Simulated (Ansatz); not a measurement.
Consider BN in the zinc blende structure (space group F-43m, No. 216).

```yaml
crystal:
  lattice:
    - [0.00000, 1.81234, 1.81234]
    - [1.81234, 0.00000, 1.81234]
    - [1.81234, 1.81234, 0.00000]
  atoms:
    - { symbol: N, position: [0.75000, 0.75000, 0.75000] }
    - { symbol: B, position: [0.00000, 0.00000, 0.00000] }
```

All numbers come from Ansatz (a quantum-chemistry and plane-wave program), PBE, PAW, cutoff 420 eV, no SOC.

Base values:

| Quantity | Value |
|---|---|
| Density | 3.46 g/cm³ |
| Electron mass | 0.91 mₑ along k, 0.30 mₑ across (at X) |
| Gap character | indirect, Γ → X |
| Width of the top valence band | 6.45 eV |

The change: hydrostatic tension (pressure −2 GPa).

Question: How does this affect the density, electron mass, gap character and width of the top valence band?

Answer: The density falls by 0.02 g/cm³, from 3.46 g/cm³ to 3.44 g/cm³; the electron mass goes from 0.91 mₑ along k, 0.30 mₑ across (at X) to 0.92 mₑ along k, 0.30 mₑ across (at X); the gap character is still indirect, Γ → X; the width of the top valence band drops by 0.04 eV (6.45 eV → 6.41 eV).

Load acts through the strain it causes; cell and atoms are relaxed under it. Masses are band curvatures over ±0.01 Å⁻¹ around the edge. Along k means along the line from Γ to the band edge. Whether these cells are dynamically stable was not tested.
